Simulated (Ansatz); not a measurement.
An Ansatz (an electronic-structure program) input (DFT with r2SCAN, PAW potentials and a 500 eV plane-wave cutoff in Ansatz, spin-orbit coupling left out):

Ansatz 0.2 input:
```yaml
crystal:
  lattice:
    - [3.6579832584, 0, 0]
    - [0, 3.6579832584, 0]
    - [1.8289916292, -1.8289916292, 2.7860653612]
  atoms:
    - { symbol: Ca, position: [0, 0, 0] }
    - { symbol: F, position: [0.75, 0.75, 0.5] }
    - { symbol: F, position: [0.25, 0.25, 0.5] }
basis: { ecutwfc: 500, ecutrho_ratio: 4, xc_grid: 4, fft_grid_basis: typed }
kpoints: { mp_grid: { grid: [11, 11, 11] } }
hamiltonian:
  xc: r2scan
  dispersion: none
  pseudopotentials: { kind: paw }
scf: { occupations: { method: fermi_dirac, width: 0.05 } }
relax: { f_tol: 0.005, max_steps: 50, cell: { stress_tol: 0.01, fix: [a, b, gamma] } }
output: { forces: true, stress: true }
checkpoint: { write: state.ck, write_every: 1000 }
```

Q: Which symmetry and how many k-points will the program report, and about how many plane waves at Γ?

A: Space group I4/mmm (ITA 139) with 16 operations, k-points 126 of 1331, and 927 plane waves at Γ.

Q: And the final pressure?

A: 7.26 GPa (compression positive).

The cells carry an imposed strain or load. Stability against distortions was not tested. The cell was made from CaF₂ in the fluorite structure (space group Fm-3m, No. 225) by this change: biaxial strain −4.89 %, plane normal [001], relaxed out of plane.
